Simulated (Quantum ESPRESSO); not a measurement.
Quantum ESPRESSO 7.5, DFT, PBE, plane waves, PseudoDojo 0.5 standard norm-conserving PBE (local tails restored to the Coulomb form): unreconstructed Si(100) slab of 5 layers, 1x1 (Si5), unrelaxed, 5 atoms. Basis and mesh were picked for this test and aren't claimed converged.

```fortran
&CONTROL
  calculation = 'scf'
  pseudo_dir = './pseudo'
  outdir = './out'
  tprnfor = .true.
  tstress = .false.
/
&SYSTEM
  ibrav = 0
  nat = 5
  ntyp = 1
  ecutwfc = 36.0
  ecutrho = 144.0
  occupations = 'smearing'
  smearing = 'mv'
  degauss = 0.02
/
&ELECTRONS
  conv_thr = 5e-09
  diagonalization = 'paro'
/
ATOMIC_SPECIES
Si 28.0850 Si.upf
CELL_PARAMETERS angstrom
  3.840297000000   0.000000000000   0.000000000000
  0.000000000000   3.840297000000   0.000000000000
  0.000000000000   0.000000000000  19.431000000000
ATOMIC_POSITIONS crystal
Si   0.500000000000   0.000000000000   0.360249000000
Si   0.500000000000   0.500000000000   0.430125000000
Si   0.000000000000   0.500000000000   0.500000000000
Si   0.000000000000   0.000000000000   0.569875000000
Si   0.500000000000   0.000000000000   0.639751000000
K_POINTS automatic
9 9 1 0 0 0
```

```bash
OMP_NUM_THREADS=1 mpirun -np 16 pw.x -nk 8 -in pw.in
```

The program reports k-points computed: 15, bands: 14, electrons: 20, G-vectors of the density: 56381, FFT grid: 30×30×144, symmetry operations: 8.

Machine: one whole node, AMD EPYC (Zen 5), 96 cores on 1 socket, no SMT, 12 L3 cache groups; 94 cores' worth of CPU time may be used.

On 16 ranks this takes 2.8 s. Times are wall-clock medians of two to five runs, from launch to exit, with nothing else on the machine. Processes are pinned to neighbouring cores unless said otherwise. The times hold for this build (conda-forge: Open MPI 5.0, OpenMP, OpenBLAS 0.3.34 (pthreads), FFTW, ScaLAPACK, ELPA). Scratch files lie in a memory file system.

**Question.** Speed this job up; the result has to stay within 1.0 meV/atom in energy, 10 meV/Å in forces (largest component). Keep to 16 cores.

**Answer.** This is not unique; one that fits is going from diagonalization = paro, diago_david_ndim = 2 (default) to diagonalization = david (default), diago_david_ndim = 3, the fastest of the measured ones that keep the result.

```diff
-  diagonalization = 'paro'
+  diago_david_ndim = 3
```

Time: 2.8 s to 1.9 s (1.5× as fast). The largest move is in the rest of the band solver (c_bands and wfcinit less FFTs, projectors and diagonalisation: overlaps, rotations, waiting): 0.64 s to 0.27 s. SCF iterations go from 8 to 9. These two results differ by: energy equal as printed, forces (largest component) 0.15 meV/Å. Others tried: diago_david_ndim = 4, diagonalization = david (default) (2.1 s); diago_david_ndim = 2 (default), diagonalization = david (default) (2.2 s); diago_david_ndim = 2 (default), diago_thr_init = 1e-05, diagonalization = david (default) (2.2 s); diago_david_ndim = 2 (default), diagonalization = rmm-davidson, diago_rmm_ndim = 2 (2.2 s); diago_david_ndim = 2 (default), diagonalization = rmm-davidson (2.2 s); diago_david_ndim = 2 (default), diagonalization = rmm-davidson, diago_rmm_conv = true (2.3 s); diago_david_ndim = 2 (default), diagonalization = rmm-davidson, diago_rmm_ndim = 6 (2.3 s); diago_david_ndim = 2 (default), diagonalization = david (default), diago_full_acc = true (2.4 s); diago_david_ndim = 2 (default), diagonalization = rmm-paro (2.5 s); diago_david_ndim = 2 (default), diagonalization = cg (3.2 s); diago_david_ndim = 2 (default), diagonalization = cg, diago_cg_maxiter = 5 (3.2 s). Launch, exit and the like take 0.55 s of the 1.9 s.
